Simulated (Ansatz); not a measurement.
# A series of runs on AlH₂Pb₃OF₉ (P1, 32 atoms in the cell)

```
CELL_PARAMETERS angstrom
      5.66370     0.00000     0.00000
     -0.06992     5.86548     0.00000
     -0.89062    -1.93787    12.52380
ATOMIC_POSITIONS crystal
  Pb 0.30899 0.11889 0.36473
  Pb 0.69640 0.88104 0.63091
  Pb 0.75579 0.04810 0.11782
  Pb 0.24300 0.94578 0.87954
  Pb 0.28083 0.51603 0.11973
  Pb 0.73243 0.49369 0.88428
  Al 0.79839 0.61771 0.30952
  Al 0.21114 0.38609 0.68646
  F  0.03617 0.77908 0.27324
  F  0.95681 0.23581 0.73223
  F  0.72229 0.51592 0.16524
  F  0.26782 0.49138 0.83490
  F  0.85334 0.71658 0.44419
  F  0.15443 0.27055 0.55524
  F  0.52374 0.47693 0.32969
  F  0.47147 0.51600 0.67500
  F  0.61399 0.86573 0.28185
  F  0.38077 0.13058 0.71392
  F  0.95915 0.35725 0.31450
  F  0.02498 0.63451 0.68251
  F  0.48777 0.24438 0.99799
  F  0.49174 0.75447 0.00646
  F  0.00767 0.24609 0.99588
  F  0.99682 0.74917 0.00731
  F  0.30140 0.13375 0.17439
  F  0.69897 0.88172 0.82758
  O  0.65774 0.22060 0.51088
  O  0.34298 0.78037 0.49039
  H  0.60377 0.33982 0.55541
  H  0.41419 0.65087 0.44185
  H  0.81869 0.25478 0.50462
  H  0.18629 0.74633 0.49176
```

Base run A: LDA (PW92), default PAW files made with PBE in Ansatz (an electronic-structure program), self-consistent single point.

Its settings: basis.ecutwfc = 30.9 Ry; kpoints.mp_grid.grid = 3 3 2; hamiltonian.xc = lda; hamiltonian.pseudopotentials = {kind: paw} (the program's default PAW files); scf.occupations.method = fermi_dirac; scf.occupations.width = 0.0073 Ry.

The starting cell comes from a database of published, mostly measured structures (it also holds non-ambient and calculated ones), without a prior relaxation at this level. Its atoms were displaced at random from the sites of space group no. 2. Spin-orbit coupling is off. In the base run, forces exceed 1 eV/Å. Ansatz's pressure includes its estimate of the finite-basis (Pulay) stress.

ΔF is the free energy per atom less that of run A. 

```tsv
run	scf.mixing.algorithm, scf.mixing.beta	ΔF (meV/atom)	pressure (GPa)	largest force (eV/Å)	gap on the mesh (eV)	iterations
A	default (the program chose MSR1), default	0.00	-2.74	5.153	4.857	10
B	anderson, 0.02	0.00	-2.74	5.153	4.857	24
C	anderson, 0.05	0.00	-2.74	5.153	4.857	16
D	anderson, 0.1	0.00	-2.74	5.153	4.857	15
E	anderson, 0.2	0.00	-2.74	5.153	4.857	12
F	anderson, 0.3	0.00	-2.74	5.153	4.857	10
G	anderson, 0.5	0.00	-2.74	5.153	4.857	9
H	anderson, 0.7	0.00	-2.74	5.153	4.857	9
I	anderson, 0.9	0.00	-2.74	5.153	4.857	10
J	anderson, 1	0.00	-2.74	5.153	4.857	10
```

Runs B, C, D, E, F, G, H, I, J ended on the same solution as A (within 1 meV/atom). The fewest iterations to that state were 9 (G, H); the most were 24.

Keys are those of Ansatz 0.2.
